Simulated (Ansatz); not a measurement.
The starting structures come from a database of crystals and need not be the phases stable at ambient conditions.

Inside the gap of an insulator the Bloch states are evanescent, with a wavenumber k + iκ along the transport direction.

```
SnTl2F6
1.0
    4.95022     0.00000     0.00000
    0.00000    10.92230     0.00000
    0.00000     5.46115     3.15300
Tl Sn F
2 1 6
Direct
  0.70614   0.33333   0.00000
  0.29386   0.66667   0.00000
  0.00000   0.00000   0.00000
  0.22236   0.15346   0.00000
  0.77764   0.84654   0.00000
  0.22236   0.15346   0.53963
  0.77764   0.84654   0.46037
  0.22236   0.69308   0.46037
  0.77764   0.30692   0.53963
```

Space group of this cell: P-3m1. The cell was relaxed by PBE-D3(BJ); by r2SCAN its mean pressure is -4.0 GPa.

Transport runs along the normal of the first two printed cell vectors, the (110) plane of the conventional cell.

The gap is the functional's own, uncorrected, and κ follows it; spin-orbit coupling is left out. Mid-gap values are interpolated between the computed energies.

Compute, with r2SCAN (Ansatz, a first-principles code), the band gap and the smallest decay constant κ at mid-gap.

Gap 5.07 eV on a 6×10×10 mesh; κ = 0.415 1/Å, at the zone centre.
